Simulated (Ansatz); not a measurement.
The parent structure is Ge (space group P6_3/mmc, No. 194; a cell from a computed database, its experimental status unchecked).

```
Ge
1.0
    4.00516     0.00000     0.00000
   -2.00258     3.46857     0.00000
    0.00000     0.00000    13.14138
Ge
8
Cartesian
  0.00000   0.00000   5.34578
  0.00000   0.00000   7.79560
  0.00000   0.00000  11.91647
  0.00000   0.00000   1.22491
  0.00000   2.31238   4.52259
  2.00258   1.15619   8.61879
  2.00258   1.15619  11.09328
  0.00000   2.31238   2.04810
```

Cartesian axes are those of the cell as printed.

All numbers come from Ansatz (an electronic-structure program) PBEsol, without spin-orbit coupling, earlier PAW set.

Strains are applied to the cell and any free atomic positions relax; under biaxial strain the out-of-plane vector relaxes too.

One change was made to it. Results:

| quantity | base | after |
|---|---|---|
| shortest interatomic distance | 245.0 pm | 246.3 pm |
| pressure (mean of the normal stresses, compression positive) | 0.0 GPa | -4.2 GPa |
| band gap | zero | zero |

Question: Which of these changes matches the shifts?
(A) biaxial strain +1.99 %, plane normal [001], relaxed out of plane
(B) tensor shear ε_xz = −0.32 %
(C) uniaxial strain ε_yy = +2.28 %
(D) biaxial strain +4.69 %, plane normal [001], relaxed out of plane

Answer: D, biaxial strain +4.69 %, plane normal [001], relaxed out of plane. For comparison, the pressure in the other runs: uniaxial strain ε_yy = +2.28 % gives -1.4 GPa; biaxial strain +1.99 %, plane normal [001], relaxed out of plane gives -2.0 GPa; tensor shear ε_xz = −0.32 % gives 0.0 GPa.

The mesh was chosen for an insulator and is coarse for the gapless case. Stability against distortions was not tested. Gaps under 0.05 eV, about the width of the smearing, are given as zero. This is not the structure that Ge has at room temperature and ambient pressure. A zero or small gap of Ge can be the functional's error rather than a property of the material.
